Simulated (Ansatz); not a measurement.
Functionals compared on H2O on the 1x1 (111) surface of fcc Ag, one in a 2x2 cell, started at the site 'top Ag', in Ansatz (plane waves, PAW). The structure was relaxed with PBE; the other rows are single points on it, each with its references at the same level. Cutoff 420 eV (500 eV for r2SCAN).

Slab: 19 atoms, 7.1 Å thick at the start under the adsorbate (thin: gaps and levels are the slab's own); k 6x6x1, smearing 0.1 eV, dipole-corrected; 8 atoms held, the rest relaxed; no symmetry held; no spin, no spin-orbit, no U, no dispersion correction. At the end no host atom lies within bonding distance. In PBE it is, or lies within 0.03 eV of, the lowest of the starts that converged. These notes are the PBE run's. Adsorption energies are against H2O(g). A negative adsorption energy means that the adsorbate is more stable on the surface than in its reference.

| functional | adsorption energy (eV) | work function of the top face (eV) | change of the work function (eV) | rough cost of the single point |
|---|---|---|---|---|
| PBE | -0.13 | 4.20 | -0.24 | – |
| RPBE | 0.00 | 4.04 | -0.21 | roughly 4 core-minutes |
| r2SCAN | ___ | ___ | ___ | very roughly 8 core-minutes |

Problem. Some entries are withheld; supply them.

Solution. 
- r2SCAN, adsorption energy (eV): -0.23
- r2SCAN, work function of the top face (eV): 4.13
- r2SCAN, change of the work function (eV): -0.28

Ansatz is an electronic-structure program.
